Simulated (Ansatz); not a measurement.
The reference is ZnS in the zinc blende structure (space group F-43m, No. 216; a = 5.4434 Å).

All numbers come from Ansatz (a quantum-chemistry and plane-wave program) PBE, no spin-orbit coupling.

Strains are applied to the cell and any free atomic positions relax.

One change was made to it. Results:

The gap character stays direct at Γ; the hole mass (degenerate bands, along [100]) becomes 0.20, 0.65, 0.65 mₑ (at Γ) (base: 0.18, 0.72, 0.72 mₑ (at Γ)); the pressure grows by 6.25 GPa to 6.26 GPa; the mean gap deformation potential ΔEg/Δln V amounts to -4.4 eV.

Which change produced these results?
A. isotropic strain −2.00 %
B. isotropic strain −3.00 %
C. isotropic strain −2.50 %
D. isotropic strain −1.00 %
E. isotropic strain +2.50 %

C, isotropic strain −2.50 %. For comparison, the hole mass in the other runs: isotropic strain −2.00 % gives 0.20, 0.66, 0.66 mₑ (at Γ); isotropic strain +2.50 % gives 0.16, 0.79, 0.79 mₑ (at Γ); isotropic strain −3.00 % gives 0.20, 0.64, 0.64 mₑ (at Γ); isotropic strain −1.00 % gives 0.19, 0.69, 0.69 mₑ (at Γ).

Effective masses come from finite differences of ±0.01 Å⁻¹. No phonon test of stability was made.
